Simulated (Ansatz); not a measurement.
Input and output of a self-consistent single point for ZnPt3 (P4mm, 4 atoms in the cell) (Ansatz, an electronic-structure program)

Computed with PBEsol, default PAW files made with PBE (plane waves; Ansatz).

Input as run:

Ansatz 0.2 input:
```yaml
# ZnPt3
crystal:
  lattice:
    - [3.910246, 0.000000, 0.000000]
    - [0.000000, 3.910246, 0.000000]
    - [0.000000, 0.000000, 3.910246]
  atoms:
    - { symbol: Zn, position: [0.000000, 0.000000, 0.012787] }
    - { symbol: Pt, position: [0.500000, 0.500000, 0.000000] }
    - { symbol: Pt, position: [0.000000, 0.500000, 0.500000] }
    - { symbol: Pt, position: [0.500000, 0.000000, 0.500000] }
basis:
  ecutwfc: 420.0 eV
kpoints:
  mp_grid: { grid: [9, 9, 9] }
hamiltonian:
  xc: pbesol
  pseudopotentials: { kind: paw }
scf:
  occupations: { method: gaussian, width: 0.1 eV }
output:
  forces: true
  eigenvalues: true
  stress: true
```

Log, with long lists cut:

```
WARN ansatz: RAYON_NUM_THREADS=1 ignored (pool sized by the plan → 1); use --threads N
Pseudopotentials: kind: paw
Pseudopotential: Zn, paw, valence charge 12
Pseudopotential: Pt, paw, valence charge 18
Crystal: 4 atoms, lattice volume = 59.788 Å³
Basis set: ecut = 420 eV, 1189 PW (Γ), exchange–correlation on 54×54×54 points (8 copies of the dense FFT grid, shifted against one another)
Bands: 40, of which v1, the nominal top of the filled ones, is band 33 counted from 1 (32 counted from 0)
Symmetry: 8 space group operations
Space group: P4mm (ITA 99), of the structure as read, at distance tolerance 3.9e-5 Å
k-points: 75 of 729 (time reversal used)
PAW frozen core: Zn, regenerated for the run's functional, and the local potential with it
PAW frozen core: Pt, regenerated for the run's functional, and the local potential with it
Initial density: superposition of atomic densities (neutral atoms: chi_scale 0, normalization atom), corrected by the library's trained network
Initial wavefunctions: pseudopotential atomic-orbital guess
Eigensolver: davidson
Functional: x = pbesol(κ = 0.804, μ = 0.12345679012345678), c = pbesol(β = 0.046)
SCF iter   1: F=—  HF=-40433.631978 eV  |F-HF|=—  |Δ(HF+E_count)|=         —  Δρ=9.14e-3  dr2=4.85e-2  ethr=1.77e-3  ⟨swp⟩=5.9  Hψ=10907  notcnv=0  defer=14
all-band conjugate gradients solve this SCF's bands
preconditioner: auto → Kerker (q_TF=auto, 2.774 Å⁻¹)
SCF iter   2: F=—  HF=-40433.623147 eV  |F-HF|=—  |Δ(HF+E_count)|=   8.83e-3  Δρ=4.38e-3  dr2=1.28e-2  ethr=7.34e-5  ⟨swp⟩=2.4  Hψ=4976  notcnv=0  defer=14
SCF iter   3: F=—  HF=-40433.620443 eV  |F-HF|=—  |Δ(HF+E_count)|=   2.70e-3  Δρ=1.68e-3  dr2=8.56e-4  ethr=1.94e-5  ⟨swp⟩=2.0  Hψ=4200  notcnv=0  defer=14
SCF iter   4: F=—  HF=-40433.619983 eV  |F-HF|=—  |Δ(HF+E_count)|=   4.60e-4  Δρ=5.74e-4  dr2=1.31e-4  ethr=1.30e-6  ⟨swp⟩=2.0  Hψ=4135  notcnv=0  defer=14
SCF iter   5: F=—  HF=-40433.619973 eV  |F-HF|=—  |Δ(HF+E_count)|=   1.06e-5  Δρ=1.28e-4  dr2=1.24e-5  ethr=1.98e-7  ⟨swp⟩=2.1  Hψ=4956  notcnv=0  defer=14
SCF iter   6: F=—  HF=-40433.619979 eV  |F-HF|=—  |Δ(HF+E_count)|=   6.05e-6  Δρ=2.53e-5  dr2=2.99e-7  ethr=1.88e-8  ⟨swp⟩=2.2  Hψ=3954  notcnv=0  defer=14
SCF iter   7: F=-40433.619979 eV  HF=-40433.619979 eV  |F-HF|=6.47e-9  |Δ(HF+E_count)|=   2.47e-8  Δρ=6.55e-6  dr2=1.75e-8  ethr=1.52e-10  ⟨swp⟩=7.4  Hψ=12345  notcnv=0
SCF 1 converged in 7 iterations: F = -40433.619979 eV  dr2 = 1.75e-8
SCF converged after 7 iterations
Free energy (F): -40433.619979 eV
Harris-Foulkes:  -40433.619979 eV  (|F-HF|=6.47e-9)
Internal energy: -40433.598486 eV  (E = F + TS)
E sigma→0 (E₀):  -40433.609232 eV
Entropy (-TS):   -0.021493 eV (-5.373 meV/atom)
Fermi energy:    20.001499 eV
--- Per-component energies (eV) ---
  E_band       = -390.295259
  E_kinetic    = 2044.674008
  E_local      = -6054.702125  (includes V_loc(G=0)·N_el)
  E_nonlocal   = 1223.244211
  E_hartree    = 2313.137696
  E_xc         = -917.183785
  E_vxc        = -960.410052  (∫ρ·V_xc dr)
  E_paw        = -29739.839844  (= ΣΔE_a)
  E_vpaw       = -1269.374951  (= ΣTr[D̂ρ^β])
  E_aug_tail   = 0.000198  (compensation charges beyond the density's cutoff)
  E_ewald      = -9304.587143
  E_core_change = 1.658298  (= ΣΔE_core)
  E_smearing   = -0.021493  (= −TS)
  E_closure    = -0.000000  (closes the sum)
  Σ components = -40433.619979   (vs F -40433.619979, Δ=0.00e0)
--- Forces (eV/Å), atoms counted from 1 ---
  atom   1  Zn     0.00000000     0.00000000    -0.22083518
  atom   2  Pt     0.00000000     0.00000000    -0.05186631
  atom   3  Pt    -0.00000000     0.00000000     0.13634815
  atom   4  Pt     0.00000000     0.00000000     0.13634815
  max |Σ_I F_I| component: 5.20e-6 eV/Å
--- Stress (GPa, compression-positive) ---
       -6.228123       0.000000       0.000000
        0.000000      -6.228123       0.000000
        0.000000       0.000000      -6.209085
  P = ⅓ Tr σ = -6.2218 GPa (-62.218 kbar)
  The stress holds the Pulay correction. Without it, at fixed plane waves, as pw.x and ABINIT print it: P = -6.3086 GPa
--- Band table (eV; the first three rows and the last of 75) ---
  k-point 0: bands = ["-78.3067", "-78.2723", "-78.2716", "-32.6517", "-32.6517", "-32.6514", "-32.4213", "-32.4210", "-32.4210", "-32.3210", "-32.3210", "-32.3208", "9.9624", "12.6982", "12.6996", "12.9357", "12.9360", "12.9360", "13.0454", [...]
  k-point 1: bands = ["-78.3058", "-78.2725", "-78.2723", "-32.6462", "-32.6462", "-32.6421", "-32.4225", "-32.4225", "-32.4217", "-32.3313", "-32.3251", "-32.3251", "10.1188", "12.7387", "12.7538", "12.9623", "12.9784", "12.9784", "13.1484", [...]
  k-point 2: bands = ["-78.3032", "-78.2751", "-78.2723", "-32.6315", "-32.6315", "-32.6152", "-32.4273", "-32.4273", "-32.4227", "-32.3611", "-32.3355", "-32.3355", "10.5763", "12.8375", "12.8895", "13.0325", "13.0928", "13.0928", "13.4383", [...]
  k-point 74: bands = ["-78.2843", "-78.2835", "-78.2826", "-32.7767", "-32.5846", "-32.5834", "-32.5830", "-32.3709", "-32.3704", "-32.3124", "-32.3115", "-32.3108", "12.6112", "12.6525", "12.6526", "12.8619", "13.4593", "13.4613", "14.4597", [...]
```

The run converged in 7 iterations.

The starting cell comes from a database of computed structures (which also holds hypothetical and non-ambient phases and stackings), without a prior relaxation at this level. Its lattice was rescaled by up to half a per cent. One atom was moved a little off its site on purpose. Spin-orbit coupling is off. Spin polarisation is off. With a pressure of about -6 GPa the cell is away from its equilibrium volume at this level. Ansatz's pressure includes its estimate of the finite-basis (Pulay) stress.
